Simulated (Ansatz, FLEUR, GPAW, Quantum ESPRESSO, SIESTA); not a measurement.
# One structure in several programs: OsRu₃ (P6_3/mmc, 8 atoms in the cell)

Self-consistent single point, at a second geometry (lattice scaled by 0.98). First geometry:

```
CELL_PARAMETERS angstrom
      5.43042     0.00000     0.00000
     -2.71521     4.70288     0.00000
      0.00000     0.00000     4.29098
ATOMIC_POSITIONS crystal
  Ru 0.83256 0.16744 0.75000
  Ru 0.16744 0.83256 0.25000
  Ru 0.66512 0.83256 0.25000
  Ru 0.33488 0.16744 0.75000
  Ru 0.83256 0.66512 0.75000
  Ru 0.16744 0.33488 0.25000
  Os 0.66667 0.33333 0.25000
  Os 0.33333 0.66667 0.75000
```

Shared settings, as Ansatz (a first-principles code) writes them: kpoints.mp_grid.grid = 4 4 5; scf.occupations.method = fermi_dirac; scf.occupations.width = 0.136 eV. Potentials and cutoffs stand in the table.

```
code                                                                                                                                      model  ΔF from the first geometry (meV/atom)  pressure (GPa)  largest force (eV/Å)           cutoff
----------------  -----------------------------------------------------------------------------------------------------------------------------  -------------------------------------  --------------  --------------------  ---------------
FLEUR                                                                           PBEsol, all-electron FLAPW (FLEUR), scalar-relativistic valence                                   30.2               –                 0.178  Kmax 4.3 1/bohr
GPAW                                                                                      PBEsol, GPAW PAW datasets PBEsol (made by gpaw-setup)                                   19.1           15.81                 0.151           600 eV
Ansatz                                                                                                          PBEsol, PAW files made with PBE                                   24.9           17.30                 0.165          default
SIESTA            GGA PBEsol, numerical atomic orbitals DZP, PseudoDojo PBEsol standard norm-conserving potentials (rewritten from UPF to PSML)                                   46.2           22.27                 0.291      grid 400 Ry
Quantum ESPRESSO                                                                           PBEsol, GBRV 1.5 ultrasoft (PBESOL) pseudopotentials                                   22.9           16.98                 0.165            40 Ry
```

A dash marks a value that a program does not give, or that is left out as unsure.

On Ansatz's run: spin-orbit coupling is off. Spin polarisation is off.

The spread over the programs that give each value: ΔF from the first geometry within 27.1 meV/atom; pressure within 6.46 GPa; largest force within 0.140 eV/Å.

SIESTA uses small atom-centred bases, whose incompleteness enters pressures, forces and empty levels differently from a plane-wave cutoff. FLEUR treats all electrons, but the usual bases taken here (sphere radii, linearisation, local orbitals, empty states) were not tested for convergence, so the values are no reference for the others. Ansatz's pressure is given at a fixed set of plane waves, as the other plane-wave codes print theirs; with its correction for the finite basis it is 17.56 GPa (the shift of 0.25 GPa shows how far the cutoff is from converged). In the pressure, GPAW (by 1.17) and SIESTA (by 5.29) lie more than 1 GPa from the median of the plane-wave programs. In the force vectors, SIESTA (by 0.126) lies more than 0.08 eV/Å from the median of the plane-wave programs.

The starting cell comes from a database of computed structures (which also holds hypothetical and non-ambient phases and stackings), without a prior relaxation at this level. For this run, on top of that: lattice scaled by 0.98.

Keys are those of Ansatz 0.2.
